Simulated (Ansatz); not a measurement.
**Response to strain in BN**

Take BN in the zinc blende structure (space group F-43m, No. 216) as the base.

```yaml
crystal:
  lattice:
    - [0.00000, 1.80256, 1.80256]
    - [1.80256, 0.00000, 1.80256]
    - [1.80256, 1.80256, 0.00000]
  atoms:
    - { symbol: N, position: [0.75000, 0.75000, 0.75000] }
    - { symbol: B, position: [0.00000, 0.00000, 0.00000] }
```

Cartesian axes are those of the cell as printed.

Strains are applied to the cell and any free atomic positions relax; under biaxial strain the out-of-plane vector relaxes too; under stress the whole cell relaxes.

Method: PBEsol (Ansatz, an electronic-structure program), spin-orbit coupling left out, earlier PAW set.

Notes on the quantities. energy relative to the base: free energy F.

| case | energy relative to the base | band gap | space group | gap character |
|---|---|---|---|---|
| base | 0 meV/atom | 4.29 eV | F-43m (No. 216) | indirect, Γ → X |
| biaxial strain −0.23 %, plane normal [001], relaxed out of plane | +0.2 meV/atom | 4.27 eV | I-4m2 (No. 119) | indirect, Γ → X |
| isotropic strain +0.88 % | +4.8 meV/atom | 4.27 eV | F-43m (No. 216) | indirect, Γ → X |
| uniaxial strain ε_zz = −5.48 % | +45 meV/atom | 3.34 eV | I-4m2 (No. 119) | indirect, Γ → M |
| uniaxial stress, 2 GPa tension along x | +0.1 meV/atom | 4.26 eV | I-4m2 (No. 119) | indirect, Γ → X |
| uniaxial stress, 3 GPa compression along x | +0.2 meV/atom | 4.21 eV | I-4m2 (No. 119) | indirect, Γ → M |

Stability under load was not tested beyond the relaxation. k-point labels follow each cell's own Brillouin zone.
